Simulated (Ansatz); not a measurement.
Amorphous Ti20O41Sr, 62 atoms at 3.57 g/cm³, one PBE-relaxed geometry, zone centre. Methods: PBE, scalar-relativistic without spin-orbit coupling (Ansatz, an electronic-structure program); r2SCAN, scalar-relativistic without spin-orbit coupling (Ansatz); HSE06, scalar-relativistic without spin-orbit coupling (Ansatz). Plane waves to 420 eV (r2SCAN 500 eV); exact exchange is cut at the cell's faces. At PBE the levels at the empty edge of the gap are localised (band-tail or defect states). All rungs ran without spin polarisation.

The cell was made by melting and quenching with the CHGNet potential and then relaxed with DFT. O atoms were pushed apart under 1.9 Å during the dynamics, to hinder bonds among them. The hot cell started wider than the set density and was brought back towards it in steps. It is the lowest in DFT energy of 2 quenches. It is a model cell: composition and starting density were chosen by hand, and all elements were melted together. No dispersion term was used. Its density started from a set value of 3.67 and ended at 3.57 g/cm³. The simulated quench (nominally 240 K/ps over its main leg) is rapid and tends to freeze in more defects than a deposited or slowly cooled glass has. One small periodic cell is one sample of the glass; other quenches scatter about these values. Volume and shape were free in the relaxation. On a 2×2×2 Γ-centred mesh force components of up to 0.14 eV/Å stay, since the relaxation ran on the zone centre alone.

The relaxation ran on the zone centre alone. At PBE the level gap is 2.61 eV on a 2×2×2 Γ-centred mesh, and the spacing at the zone centre alone 2.70 eV.

**Question.** What zone-centre spacing does r2SCAN give, roughly?

**Answer.** 3.04 eV (+0.34 eV against PBE).

**Question.** What zone-centre spacing does HSE06 give, roughly?

**Answer.** 4.23 eV (+1.52 eV against PBE).

The highest filled and the lowest empty state spread over these numbers of atoms (participation numbers): PBE: 13.0 and 6.5; r2SCAN: 12.0 and 5.9; HSE06: 11.3 and 7.1.
